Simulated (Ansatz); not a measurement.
Worked example: self-consistent single point of a (100) slab of Al2Cu (cut from a parent of space group no. 139; 12 atoms in the cell) in Ansatz (a quantum-chemistry and plane-wave program).

Level of theory: LDA (PW92), default PAW files made with PBE (plane waves; Ansatz).

```
CELL_PARAMETERS angstrom
      4.04037     0.00000     0.00000
      0.00000     5.67368     0.00000
      0.00000     0.00000    20.06062
ATOMIC_POSITIONS crystal
  Al 0.50000 0.25000 0.44965
  Al 0.00000 0.25000 0.34894
  Cu 0.00000 0.50000 0.44965
  Al 0.00000 0.75000 0.34894
  Al 0.50000 0.75000 0.44965
  Cu 0.50000 0.00000 0.34894
  Al 0.50000 0.25000 0.65106
  Al 0.00000 0.25000 0.55035
  Cu 0.00000 0.50000 0.65106
  Al 0.00000 0.75000 0.55035
  Al 0.50000 0.75000 0.65106
  Cu 0.50000 0.00000 0.55035
```

Reference input (self-consistent single point, DFT, LDA (PW92), plane waves, default PAW files made with PBE): basis.ecutwfc = 30.9 Ry; kpoints.mp_grid.grid = 7 5 1; hamiltonian.xc = lda; hamiltonian.pseudopotentials = {kind: paw} (the program's default PAW files); scf.occupations.method = gaussian; scf.occupations.width = 0.0073 Ry. This run's input differs from it in these lines:

Ansatz 0.2 input:
```diff
@@ -19,3 +19,3 @@
 basis:
-  ecutwfc: 30.9 Ry
+  ecutwfc: 21.7 Ry
 kpoints:
```

Output, abridged:

```
SCF iter   1: F=—  HF=-30322.211750 eV  |F-HF|=—  |Δ(HF+E_count)|=         —  Δρ=7.43e-3  dr2=1.77e-1  ethr=1.77e-3  ⟨swp⟩=10.2  Hψ=3539  notcnv=0  defer=2
all-band conjugate gradients solve this SCF's bands
preconditioner: auto → LDOS
SCF iter   2: F=—  HF=-30323.266500 eV  |F-HF|=—  |Δ(HF+E_count)|=    1.05e0  Δρ=4.43e-2  dr2=5.41e0  ethr=1.77e-4  ⟨swp⟩=3.0  Hψ=1825  notcnv=0  defer=55
   [... lines left out ...]
SCF iter   7: F=—  HF=-30322.036649 eV  |F-HF|=—  |Δ(HF+E_count)|=   5.78e-5  Δρ=1.19e-4  dr2=5.31e-5  ethr=2.34e-7  ⟨swp⟩=2.0  Hψ=1258  notcnv=0  defer=53
SCF iter   8: F=—  HF=-30322.036694 eV  |F-HF|=—  |Δ(HF+E_count)|=   4.57e-5  Δρ=2.71e-5  dr2=3.44e-6  ethr=5.31e-8  ⟨swp⟩=2.2  Hψ=1042  notcnv=0  defer=53
SCF iter   9: F=—  HF=-30322.036694 eV  |F-HF|=—  |Δ(HF+E_count)|=   3.45e-7  Δρ=5.39e-6  dr2=1.26e-7  ethr=3.44e-9  ⟨swp⟩=2.1  Hψ=1072  notcnv=0  defer=53
SCF iter  10: F=-30322.036694 eV  HF=-30322.036694 eV  |F-HF|=5.07e-9  |Δ(HF+E_count)|=   3.00e-8  Δρ=1.64e-6  dr2=1.08e-8  ethr=1.00e-10  ⟨swp⟩=15.1  Hψ=3496  notcnv=0
SCF 1 converged in 10 iterations: F = -30322.036694 eV  dr2 = 1.08e-8
Free energy (F): -30322.036694 eV
Internal energy: -30322.004755 eV  (E = F + TS)
E sigma→0 (E₀):  -30322.020724 eV
Entropy (-TS):   -0.031939 eV (-2.662 meV/atom)
Fermi energy:    0.998999 eV
--- Forces (eV/Å), atoms counted from 1 ---
  atom   1  Al    -0.00000000     0.01764382    -0.17662436
  atom   2  Al     0.00000000     0.02925190    -0.00277348
  atom   3  Cu     0.00000000     0.00000000     0.03819447
  atom   4  Al    -0.00000000    -0.02925190    -0.00277348
  atom   5  Al     0.00000000    -0.01764382    -0.17662436
  atom   6  Cu     0.00000000     0.00000000     0.12145213
  atom   7  Al    -0.00000000    -0.02925190     0.00277348
  atom   8  Al     0.00000000    -0.01764382     0.17662436
   [... lines left out ...]
  atom  12  Cu    -0.00000000    -0.00000000    -0.03819447
--- Stress (GPa, compression-positive) ---
       -1.919063      -0.000000       0.000000
       -0.000000      -1.722856       0.000000
        0.000000       0.000000      -0.042217
  P = ⅓ Tr σ = -1.2280 GPa (-12.280 kbar)
  The stress holds the Pulay correction. Without it, at fixed plane waves, as pw.x and ABINIT print it: P = -6.9245 GPa
```

The run converged in 10 iterations. Against the reference run the free energy goes up by 160 meV/atom and the largest force moves little (0.180 to 0.178 eV/Å).

The starting cell comes from a database of computed structures (which also holds hypothetical and non-ambient phases and stackings), without a prior relaxation at this level. The slab is cut from that crystal, and its faces are unrelaxed. Its lattice was rescaled by up to half a per cent. Spin polarisation is off. The cutoff lies below the one recommended for these files.
